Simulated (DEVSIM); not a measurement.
System: Al/AlN/p-In0.53Ga0.47As capacitor, at 250 K.

Layer 1 from the left is AlN, thickness (nm) 2.80. Layer 2 from the left is In0.53Ga0.47As, thickness (nm) 430, Na (cm⁻³) 1.7e18.

Metal gate on the left, work function 4.1 eV. Fixed charge at the semiconductor interface 0 cm⁻² (in units of +e); no interface traps.

This is a model device: material constants are rounded textbook-type values typed into the input, and sizes, dopings and lifetimes were drawn at random. Values at 300 K; Nc and Nv go as T^1.5, mobilities as T to minus their exponent, the gap by Varshni's rule with the affinity fixed.

AlN: gap (eV) 6.1, affinity (eV) 1.9, permittivity 8.5. In0.53Ga0.47As: gap (eV) 0.74, affinity (eV) 4.51, permittivity 13.9, Nc (cm⁻³) 2.1e17, Nv (cm⁻³) 7.7e18, Varshni α (eV/K) 0.00035, Varshni β (K) 190.

Simulated with DEVSIM: 1D Poisson equation in equilibrium, Boltzmann statistics, complete ionisation; no quantum confinement or tunnelling. Metal contacts follow the ideal Schottky-Mott rule: no Fermi-level pinning, no interface dipoles.

**Question.** What does the simulation give for the minimum of the low-frequency capacitance, the flat-band voltage?

**Answer.** minimum of the low-frequency capacitance 0.428 μF/cm²; flat-band voltage -1.14 V.
